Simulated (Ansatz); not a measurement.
Consider Tl in the hcp (Mg type) structure (space group P6_3/mmc, No. 194; a = 3.476 Å, c = 5.472 Å; relaxed with 0.1 eV smearing). Axes: x lies along a and z along c of the hexagonal cell.

Structures relaxed with PBEsol (Ansatz, an electronic-structure program), no SOC.

Base:

Simulated powder pattern, Cu Kα1, λ = 1.54056 Å (kinematic, ideal powder, no thermal factors, no anomalous dispersion; the 14 strongest lines at most, above 2 %, up to 2θ = 90°):

```csv
2θ (°),I/Imax (%),hkl
29.65,24,(100)
32.71,25,(002)
33.96,100,(101)
44.72,16,(102)
52.62,20,(110)
59.18,21,(103)
61.56,3.1,(200)
63.35,23,(112)
64.11,17,(201)
68.54,3.0,(004)
71.48,4.1,(202)
76.42,3.4,(104)
83.14,8.4,(203)
87.49,15,(211)
```

Now apply this change: biaxial strain +1.00 %, plane normal [001], relaxed out of plane (Cartesian); in-plane vectors clamped, the third vector and the atoms free.

Question: How do the reflections move or split?

Answer: 
Simulated powder pattern, Cu Kα1, λ = 1.54056 Å (kinematic, ideal powder, no thermal factors, no anomalous dispersion; the 14 strongest lines at most, above 2 %, up to 2θ = 90°):

```csv
2θ (°),d (Å),I/Imax (%),hkl
29.35,3.040,24,(100)
33.02,2.710,24,(002)
33.77,2.652,100,(101)
44.76,2.023,16,(102)
52.06,1.755,20,(110)
59.46,1.553,20,(103)
60.89,1.520,3.2,(200)
63.04,1.473,23,(112)
63.50,1.464,17,(201)
69.27,1.355,2.9,(004)
71.03,1.326,4.1,(202)
76.97,1.238,3.3,(104)
82.93,1.163,8.3,(203)
86.50,1.124,15,(211)
```

The indices refer to the base's conventional cell; one index is shown for lines that coincide.

No phonon test of stability was made.
